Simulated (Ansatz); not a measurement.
The reference is Al in the fcc (Cu type) structure (space group Fm-3m, No. 225; relaxed with 0.1 eV smearing).

```
CELL_PARAMETERS angstrom
      0.00000     2.00754     2.00754
      2.00754     0.00000     2.00754
      2.00754     2.00754     0.00000
ATOMIC_POSITIONS crystal
  Al 0.00000 0.00000 0.00000
```

Level of theory: plane-wave PAW DFT at the PBEsol level (Ansatz, a first-principles code, 420 eV), no spin-orbit coupling, earlier PAW set.

For the base:

The pressure is 0.0 GPa.

The change: an isotropic linear strain of +1.66 %; the atoms relax in the strained cell.

Predict the new pressure and energy relative to the base.

The pressure goes from zero to -3.6 GPa; the energy increases by 9.7 meV/atom.

Stability against distortions was not tested.
